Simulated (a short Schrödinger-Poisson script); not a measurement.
Structure: symmetric double-gate stack, SiO2 on p-type Si(110), at 300 K.

```
layer  material  thickness (nm)  Na (cm⁻³)
-----  --------  --------------  ---------
1          SiO2             1.1          -
2            Si               5       1e16
3          SiO2             1.1          -
```

The device is made up for the run: typed textbook-type constants, with dimensions and the other settings drawn at random. SiO2: permittivity 3.9, conduction-band edge (eV) 3.15, gap (eV) 9, electron mass (mₑ) 0.5. Si: permittivity 11.7, conduction-band edge (eV) 0, gap (eV) 1.124, Nv at 300 K (cm⁻³) 3.1e19.

Channel valleys (confinement mass, in-plane density-of-states mass, number): Δ4 0.315, 0.324, 4; Δ2 0.19, 0.417, 2. At the gates, both at one voltage, the conduction-band edge of layer 1 lies 3.3 eV − eVg above the Fermi level of the channel. Gaps are held at their typed values at every temperature. Mesh 0.03 nm at interfaces.

From a short Schrödinger-Poisson script (our own, NumPy): 1D Poisson equation in equilibrium, electrons quantum, Hartree (BenDaniel-Duke, 12 states a valley, the channel's in-plane mass for all, wave functions ending at the dielectric), parabolic valleys, classical holes, full ionisation, no traps, pinning or gate leakage.

The same stack at other levels of the model or other numerical settings:

```
run                                          sheet density of all electrons at Vg = 0.85 V (cm⁻²)  sheet density of all electrons at Vg = 0.25 V (cm⁻²)  capacitance of both gates at Vg = 0.85 V (μF/cm²)  gate voltage at 1e11 electrons/cm² (V)  rough cost against the base
-------------------------------------------  ----------------------------------------------------  ----------------------------------------------------  -------------------------------------------------  --------------------------------------  ---------------------------
base                                                                                      1.77e13                                               2.66e12                                               4.29                                    0.07                      about 1
electrons treated as classical, Boltzmann                                                 2.45e13                                                     …                                               5.78                                    0.03                         0.05
electrons treated as classical, Fermi-Dirac                                               2.30e13                                                     …                                                  …                                    0.03                          0.1
mesh six times as coarse                                                                  1.77e13                                               2.66e12                                               4.30                                    0.07                          0.3
one subband a valley                                                                      1.77e13                                               2.66e12                                               4.27                                    0.07                          0.4
```

Task: Complete the blanks.

Result: 
- electrons treated as classical, Boltzmann, sheet density of all electrons at Vg = 0.25 V (cm⁻²): 4.26e12
- electrons treated as classical, Fermi-Dirac, sheet density of all electrons at Vg = 0.25 V (cm⁻²): 4.16e12
- electrons treated as classical, Fermi-Dirac, capacitance of both gates at Vg = 0.85 V (μF/cm²): 5.29

The classical rows ignore confinement, and Boltzmann statistics overrate the density once the band edge passes the Fermi level.
